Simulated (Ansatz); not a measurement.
Ansatz (an electronic-structure program) run on CoGe (R3, 8 atoms in the cell): self-consistent single point.

Method of the run: PBEsol, default PAW files made with PBE (plane waves; Ansatz).

The change in words: lattice scaled by 0.98; kpoints.mp_grid.grid: 6 6 6 → 5 5 5; scf.occupations.width: 0.0073 Ry → 0.0037 Ry. Reference geometry:
```xyz
8
Lattice="4.5932 0.0000 0.0000 0.0000 4.5932 0.0000 0.0000 0.0000 4.5932" Properties=species:S:1:pos:R:3 pbc="T T T"
Co     0.6574     0.6574     0.6574
Co     1.6681     3.9647     2.9251
Co     2.9251     1.6681     3.9647
Co     3.9647     2.9251     1.6681
Ge     3.8574     3.8574     3.8574
Ge     3.0324     0.7358     1.5608
Ge     1.5608     3.0324     0.7358
Ge     0.7358     1.5608     3.0324
```

Reference input (self-consistent single point, DFT, PBEsol, plane waves, default PAW files made with PBE): basis.ecutwfc = 30.9 Ry; kpoints.mp_grid.grid = 6 6 6; hamiltonian.xc = pbesol; hamiltonian.pseudopotentials = {kind: paw} (the program's default PAW files); scf.occupations.method = fermi_dirac; scf.occupations.width = 0.0073 Ry. This run's input differs from it in these lines:

Ansatz 0.2 input:
```diff
@@ -2,5 +2,5 @@
   lattice:
-    - [4.593208, 0.000000, 0.000000]
-    - [0.000000, 4.593208, 0.000000]
-    - [0.000000, 0.000000, 4.593208]
+    - [4.501344, 0.000000, 0.000000]
+    - [0.000000, 4.501344, 0.000000]
+    - [0.000000, 0.000000, 4.501344]
   atoms:
@@ -17,3 +17,3 @@
 kpoints:
-  mp_grid: { grid: [6, 6, 6] }
+  mp_grid: { grid: [5, 5, 5] }
 hamiltonian:
@@ -22,3 +22,3 @@
 scf:
-  occupations: { method: fermi_dirac, width: 0.0073 Ry }
+  occupations: { method: fermi_dirac, width: 0.0037 Ry }
 output:
```

Output, abridged:

```
SCF iter   1: F=—  HF=-37388.248097 eV  |F-HF|=—  |Δ(HF+E_count)|=         —  Δρ=2.17e-2  dr2=2.27e-1  ethr=1.77e-3  ⟨swp⟩=6.0  Hψ=5822  notcnv=0  defer=11
all-band conjugate gradients solve this SCF's bands
preconditioner: auto → Kerker (q_TF=auto, 2.872 Å⁻¹)
SCF iter   2: F=—  HF=-37388.214158 eV  |F-HF|=—  |Δ(HF+E_count)|=   3.39e-2  Δρ=6.93e-3  dr2=2.62e-2  ethr=1.83e-4  ⟨swp⟩=2.3  Hψ=2482  notcnv=0  defer=71
   [... lines left out ...]
SCF iter   5: F=—  HF=-37388.210380 eV  |F-HF|=—  |Δ(HF+E_count)|=   8.83e-5  Δρ=2.11e-4  dr2=1.26e-5  ethr=6.41e-8  ⟨swp⟩=2.0  Hψ=2715  notcnv=0  defer=71
SCF iter   6: F=—  HF=-37388.210387 eV  |F-HF|=—  |Δ(HF+E_count)|=   6.91e-6  Δρ=8.06e-5  dr2=2.72e-6  ethr=1.02e-8  ⟨swp⟩=2.7  Hψ=2866  notcnv=0  defer=71
SCF iter   7: F=—  HF=-37388.210387 eV  |F-HF|=—  |Δ(HF+E_count)|=   3.16e-7  Δρ=1.98e-5  dr2=3.02e-7  ethr=2.19e-9  ⟨swp⟩=2.0  Hψ=3077  notcnv=0  defer=71
SCF iter   8: F=-37388.210387 eV  HF=-37388.210387 eV  |F-HF|=2.12e-8  |Δ(HF+E_count)|=   4.70e-8  Δρ=4.69e-6  dr2=2.57e-8  ethr=8.06e-11  ⟨swp⟩=8.3  Hψ=6123  notcnv=0
SCF 1 converged in 8 iterations: F = -37388.210387 eV  dr2 = 2.57e-8
Free energy (F): -37388.210387 eV
Internal energy: -37388.189555 eV  (E = F + TS)
E sigma→0 (E₀):  -37388.199971 eV
Entropy (-TS):   -0.020832 eV (-2.604 meV/atom)
Fermi energy:    18.833882 eV
--- Forces (eV/Å), atoms counted from 1 ---
  atom   1  Co    -0.15595961    -0.15595961    -0.15595961
  atom   2  Co    -0.15357381    -0.14938333     0.21494520
  atom   3  Co     0.21494520    -0.15357381    -0.14938333
  atom   4  Co    -0.14938333     0.21494520    -0.15357381
  atom   5  Ge     0.19332532     0.19332532     0.19332532
  atom   6  Ge     0.04452696    -0.04067237     0.04679050
  atom   7  Ge     0.04679050     0.04452696    -0.04067237
  atom   8  Ge    -0.04067237     0.04679050     0.04452696
--- Stress (GPa, compression-positive) ---
        9.890904      -0.080972      -0.080972
       -0.080972       9.890904      -0.080972
       -0.080972      -0.080972       9.890904
  P = ⅓ Tr σ = 9.8909 GPa (98.909 kbar)
  The stress holds the Pulay correction. Without it, at fixed plane waves, as pw.x and ABINIT print it: P = 9.7797 GPa
```

The run converged in 8 iterations. Against the reference run the free energy rises by 17.7 meV/atom, the pressure goes from -3.01 to 9.89 GPa and the largest force goes from 0.386 to 0.335 eV/Å.

The starting cell comes from a database of computed structures (which also holds hypothetical and non-ambient phases and stackings), without a prior relaxation at this level. Its lattice was rescaled by up to half a per cent. One atom was moved a little off its site on purpose. For this run, on top of that: lattice scaled by 0.98. Spin polarisation is off. With a pressure of about 10 GPa the cell is away from its equilibrium volume at this level. Ansatz's pressure includes its estimate of the finite-basis (Pulay) stress.
